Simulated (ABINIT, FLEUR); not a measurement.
A FLEUR input for a self-consistent single point of MnO (Fm-3m, 4 atoms in the cell) (DFT, PBE, all-electron FLAPW (FLEUR), scalar-relativistic valence):

Input of the input generator:

```
scf MnO
&input film=f /
8.1403505503 4.0701752752 4.0701752752
4.0701752752 8.1403505503 4.0701752752
4.0701752752 4.0701752752 8.1403505503
1.0
1.0 1.0 1.0

4
25 0.0000000000 0.0000000000 0.0000000000 : 5.00
25 0.5000000000 0.5000000000 0.5000000000 : -5.00
8 0.2500000000 0.2500000000 0.2500000000 : 0.00
8 0.7500000000 0.7500000000 0.7500000000 : 0.00

&comp jspins=2 /
&kpt div1=7 div2=7 div3=7 /
&end /
```

```xml
<?xml version="1.0" encoding="UTF-8" standalone="no"?>
<fleurInput fleurInputVersion="0.39">
   <comment>
      scf MnO                                                                                             
   </comment>
   <calculationSetup>
      <cutoffs Kmax="4.3" Gmax="17.2" GmaxXC="17.2" numbands="0"/>
      <scfLoop itmax="80" minDistance="0.00001" maxIterBroyd="25" imix="Anderson" alpha="0.05" precondParam="0.0" spinf="2.0"/>
      <coreElectrons ctail="T" frcor="F" kcrel="0" coretail_lmax="0"/>
      <xcFunctional name="pbe" relativisticCorrections="F"/>
      <magnetism jspins="2"/>
      <soc l_soc="F" theta="0.0" phi="0.0" spav="F"/>
      <expertModes spex="0" secvar="F"/>
      <geometryOptimization l_f="T" forcealpha="1.0" forcemix="BFGS" epsdisp="0.00001" epsforce="0.00001"/>
      <ldaU l_linMix="F" mixParam="0.05" spinf="1.0"/>
   </calculationSetup>
   <cell>
      <bzIntegration valenceElectrons="42.0" mode="hist" fermiSmearingEnergy="0.00036749">
         <kPointListSelection listName="default-1"/>
         <!-- k-points included here -->
         <xi:include xmlns:xi="http://www.w3.org/2001/XInclude" href="kpts.xml"> </xi:include>
      </bzIntegration>
      <!-- symmetry operations included here -->
      <xi:include xmlns:xi="http://www.w3.org/2001/XInclude" href="sym.xml"> </xi:include>
      <bulkLattice scale="1.0">
         <bravaisMatrix>
            <row-1>    8.1403505503000009     4.0701752752000004     4.0701752752000004</row-1>
            <row-2>    4.0701752752000004     8.1403505503000009     4.0701752752000004</row-2>
            <row-3>    4.0701752752000004     4.0701752752000004     8.1403505503000009</row-3>
         </bravaisMatrix>
      </bulkLattice>
   </cell>
   <atomSpecies>
      <species name="Manganese 5.000" element="Mn" atomicNumber="25">
         <mtSphere radius="2.48" gridPoints="857" logIncrement="0.014"/>
         <atomicCutoffs lmax="10" lnonsphr="8"/>
         <electronConfig flipSpins="F">
            <coreConfig>(1s1/2) (2s1/2) (2p1/2) (2p3/2)</coreConfig>
            <valenceConfig>(3s1/2) (3p1/2) (3p3/2) (4s1/2) (3d3/2) (3d5/2)</valenceConfig>
            <stateOccupation state="(3d3/2)" spinUp="2.0" spinDown="0.0"/>
            <stateOccupation state="(3d5/2)" spinUp="3.0" spinDown="0.0"/>
         </electronConfig>
         <energyParameters s="4" p="4" d="3" f="4"/>
         <lo type="SCLO" l="0" n="3" eDeriv="0"/>
         <lo type="SCLO" l="1" n="3" eDeriv="0"/>
      </species>
      <species name="Manganese -5.000" element="Mn" atomicNumber="25">
         <mtSphere radius="2.48" gridPoints="857" logIncrement="0.014"/>
         <atomicCutoffs lmax="10" lnonsphr="8"/>
         <electronConfig flipSpins="F">
            <coreConfig>(1s1/2) (2s1/2) (2p1/2) (2p3/2)</coreConfig>
            <valenceConfig>(3s1/2) (3p1/2) (3p3/2) (4s1/2) (3d3/2) (3d5/2)</valenceConfig>
            <stateOccupation state="(3d3/2)" spinUp="0.0" spinDown="2.0"/>
            <stateOccupation state="(3d5/2)" spinUp="0.0" spinDown="3.0"/>
         </electronConfig>
         <energyParameters s="4" p="4" d="3" f="4"/>
         <lo type="SCLO" l="0" n="3" eDeriv="0"/>
         <lo type="SCLO" l="1" n="3" eDeriv="0"/>
      </species>
      <species name="Oxygen (O)" element="O" atomicNumber="8">
         <mtSphere radius="1.40" gridPoints="483" logIncrement="0.022"/>
         <atomicCutoffs lmax="6" lnonsphr="4"/>
         <electronConfig flipSpins="F">
            <coreConfig>(1s1/2)</coreConfig>
            <valenceConfig>(2s1/2) (2p1/2) (2p3/2)</valenceConfig>
            <stateOccupation state="(2p1/2)" spinUp="0.6666666667" spinDown="0.6666666667"/>
            <stateOccupation state="(2p3/2)" spinUp="1.333333333" spinDown="1.333333333"/>
         </electronConfig>
         <energyParameters s="2" p="2" d="3" f="4"/>
      </species>
   </atomSpecies>
   <atomGroups>
      <atomGroup species="Manganese 5.000">
         <relPos label="                   1">.0000000000 .0000000000 .0000000000</relPos>
         <force calculate="T" relaxXYZ="TTT"/>
      </atomGroup>
      <atomGroup species="Manganese -5.000">
         <relPos label="                   2">1.000/2.000 1.000/2.000 1.000/2.000</relPos>
         <force calculate="T" relaxXYZ="TTT"/>
      </atomGroup>
      <atomGroup species="Oxygen (O)">
         <relPos label="                   3">1.000/4.000 1.000/4.000 1.000/4.000</relPos>
         <relPos label="                   4">-1.000/4.000 -1.000/4.000 -1.000/4.000</relPos>
         <force calculate="T" relaxXYZ="TTT"/>
      </atomGroup>
   </atomGroups>
   <output dos="F" band="F" slice="F">
      <checks vchk="F" cdinf="F"/>
      <bandDOS minEnergy="-.5*Htr" maxEnergy="0.5*Htr" sigma="0.015" storeEVData="T"/>
      <vacuumDOS vacdos="F" integ="F" star="F" nstars="0" locx1="0.0" locy1="0.0" locx2="0.0" locy2="0.0" nstm="0" tworkf="0.0"/>
      <unfoldingBand unfoldBand="F" supercellX="1" supercellY="1" supercellZ="1"/>
      <plotting iplot="0" polar="F">
         <plot TwoD="T" vec1="  1.0  0.0  0.0" vec2="  0.0  1.0  0.0" vec3="  0.0  0.0  1.0" zero="  0.0  0.0  0.0" file="plot"/>
      </plotting>
      <chargeDensitySlicing numkpt="0" minEigenval="0.0" maxEigenval="0.0" nnne="0" pallst="F"/>
      <specialOutput eonly="F"/>
      <magneticCircularDichroism mcd="F" energyLo="-10.0" energyUp="0.0"/>
   </output>
  <!-- We include the file relax.xml here to enable relaxations (see documentation) -->
  <xi:include xmlns:xi="http://www.w3.org/2001/XInclude" href="relax.xml"> <xi:fallback/> </xi:include>
</fleurInput>
```

Q: Give the ABINIT input for the same structure, mesh, smearing and functional.

A: This is the input that was run; spellings and numerical settings could be chosen otherwise.

```
# MnO, JTH v2.0 PBE PAW
pp_dirpath "./"
pseudos "Mn.GGA_PBE-JTH.xml, O.GGA_PBE-JTH.xml"
acell 5.2758187856 5.2758187856 5.2758187856 Angstrom
rprim
         0.8164965809    0.4082482905    0.4082482905
         0.4082482905    0.8164965809    0.4082482905
         0.4082482905    0.4082482905    0.8164965809
natom 4
ntypat 2
znucl 25 8
typat 1 1 2 2
xcart
         0.0000000000    0.0000000000    0.0000000000
         8.1403505503    8.1403505503    8.1403505503
         4.0701752752    4.0701752752    4.0701752752
        12.2105258255   12.2105258255   12.2105258255
chkprim 0
ecut 816 eV
pawecutdg 1633 eV
pawxcdev 0
nsppol 2
spinat
      0 0 5
      0 0 -5
      0 0 0
      0 0 0
occopt 3
tsmear 0.01 eV
nband 28
kptopt 1
ngkpt 7 7 7
nshiftk 1
shiftk 0 0 0
nstep 50
toldfe 1.0e-09
prtwf 0
prtden 0
enunit 2
```

Basis, cutoffs, solver keys and any potentials are the target program's own. This input uses DFT, PBE, plane waves, PAW (JTH v2.0 PBE PAW). Both were run: gap on the mesh 1.052 eV in FLEUR and 1.022 in ABINIT; size of the net moment 0.00 μB/atom in FLEUR and 0.00 in ABINIT.

On FLEUR: the starting cell has typed, rounded lattice constants, without a prior relaxation at this level. Its lattice was rescaled by a random factor within 2.5 % of one. For this run, on top of that: lattice scaled by 0.98. The magnetic order is the one reached from the typed start; others were not searched systematically. Values depend on the basis (sphere radii, cutoffs, local orbitals), which need not be converged.

On ABINIT: the starting cell has typed, rounded lattice constants, without a prior relaxation at this level. Its lattice was rescaled by a random factor within 2.5 % of one. For this run, on top of that: lattice scaled by 0.98. The magnetic order is the one reached from the typed start; others were not searched systematically. With a pressure of about 16 GPa the cell is away from its equilibrium volume at this level.
